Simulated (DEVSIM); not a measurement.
Structure: CdS/CdTe n-p heterojunction, at 300 K.

Layer 1 from the left is CdS, thickness (μm) 0.0550, Nd (cm⁻³) 2.2e17, τn (s) 1.5e-9, τp (s) 1.5e-9. Layer 2 from the left is CdTe, thickness (μm) 0.210, Na (cm⁻³) 1.6e17, τn (s) 1.5e-9, τp (s) 1.5e-9.

Left contact: ohmic. Right contact: ohmic. Voltage is applied to the left contact. Recombination: SRH at mid-gap, radiative, Auger. Mobility is μmin + (μ − μmin)/(1 + (N/Nref)^α).

Constants are typed, rounded textbook-type inputs, not results; the design itself was drawn at random and stands for no fabricated device. Values at 300 K.

CdS: gap (eV) 2.4, affinity (eV) 4.3, permittivity 9, Nc (cm⁻³) 2.2e18, Nv (cm⁻³) 1.8e19, μn (cm²/Vs) 300, μp (cm²/Vs) 25, μn,min 30, μp,min 3, Nref,n 1e17, Nref,p 1e17, αn 0.6, αp 0.6, B (cm³/s) 1e-10, Cn (cm⁶/s) 1e-30, Cp (cm⁶/s) 1e-30. CdTe: gap (eV) 1.5, affinity (eV) 4.28, permittivity 10.2, Nc (cm⁻³) 8e17, Nv (cm⁻³) 1.8e19, μn (cm²/Vs) 1000, μp (cm²/Vs) 80, μn,min 100, μp,min 10, Nref,n 1e17, Nref,p 1e17, αn 0.6, αp 0.6, B (cm³/s) 1e-10, Cn (cm⁶/s) 1e-30, Cp (cm⁶/s) 1e-30.

DEVSIM, 1D drift-diffusion, Boltzmann statistics, complete ionisation; no tunnelling, impact ionisation, image-force lowering or self-heating. Band offsets follow the typed affinities; no thermionic-emission limit at abrupt steps, no polarisation charge.

**Question.** What does the simulation give for the potential step across the device at zero bias, the dark forward voltage at 1 A/cm², the largest field in the device at zero bias, the dark forward voltage at 100 A/cm²?

**Answer.** potential step across the device at zero bias 1.298 V; dark forward voltage at 1 A/cm² 1.083 V; largest field in the device at zero bias 220000 V/cm; dark forward voltage at 100 A/cm² 1.204 V.
